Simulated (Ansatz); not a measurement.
Band structure of InO (P6_3mc, 4 atoms in the cell).

```xyz
4
Lattice="3.6898 0.0000 0.0000 -1.8449 3.1955 0.0000 0.0000 0.0000 6.0861" Properties=species:S:1:pos:R:3 pbc="T T T"
In     0.0000     2.1303     0.0046
In     1.8449     1.0652     3.0476
O      0.0000     2.1303     2.2778
O      1.8449     1.0652     5.3208
```

Computed with LDA (PW92), PAW files made with PBE (plane waves; Ansatz, a quantum-chemistry and plane-wave program).

Settings: kpoints.mp_grid.grid = 10 10 6; hamiltonian.xc = lda; hamiltonian.pseudopotentials = {kind: paw} (the program's default PAW files); scf.occupations.method = fermi_dirac; scf.occupations.width = 0.1 eV; kpoints.band_path.npoints = 8.

The starting cell comes from a database of computed structures (which also holds hypothetical and non-ambient phases and stackings), without a prior relaxation at this level. The run gives no clean gap (levels at the Fermi energy touch, overlap or are partly filled at this smearing), which alone does not show that the compound is a metal.

Levels in eV from the Fermi level, bands 16 to 22:
```
point     16     17     18     19     20    21    22
-----  -----  -----  -----  -----  -----  ----  ----
Γ      -4.16  -3.75  -3.69  -3.69  -0.80  2.41  6.64
M      -4.98  -4.62  -4.17  -0.32   1.67  1.71  2.28
K      -5.04  -5.04  -4.86   1.15   1.15  2.63  2.86
A      -3.93  -3.93  -3.93  -1.90  -1.90  3.83  3.83
L      -4.66  -4.58  -4.58   0.05   0.05  2.21  2.21
H      -5.54  -4.47  -4.47   1.19   1.19  2.78  2.78
```

Bands cross the Fermi level along this path, so the cell is metallic at this level.

Keys are those of Ansatz 0.2.
